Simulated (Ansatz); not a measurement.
We consider 1T (CdI2-type) MgI₂, described by LDA (Ansatz, a first-principles code, plane waves, PAW).

Run with plane-wave cutoff 520 eV, 12×12×6 k mesh (along the axes of the cell as run), perturbation theory, scalar-relativistic PAW data made under PBE.

Computed at the level's own relaxed cell.

```
MgI2
1.0
    4.07617     0.00000     0.00000
   -2.03808     3.53006     0.00000
    0.00000     0.00000     6.68953
Mg I
1 2
Cartesian
  0.00000   0.00000   0.00000
  0.00000   2.35338   1.65688
  2.03808   1.17669   5.03265
```

Harmonic phonon frequencies (cm⁻¹; i marks an imaginary mode; at Γ without the LO shift):

| q point | frequencies |
|---|---|
| Γ | 0 0 0 68 68 111 184 184 269 |
| M | 61 64 65 83 88 106 185 186 264 |
| K | 60 77 77 89 89 101 181 218 218 |
| A | 19 19 37 64 64 106 185 185 295 |

No imaginary mode appears at these points.
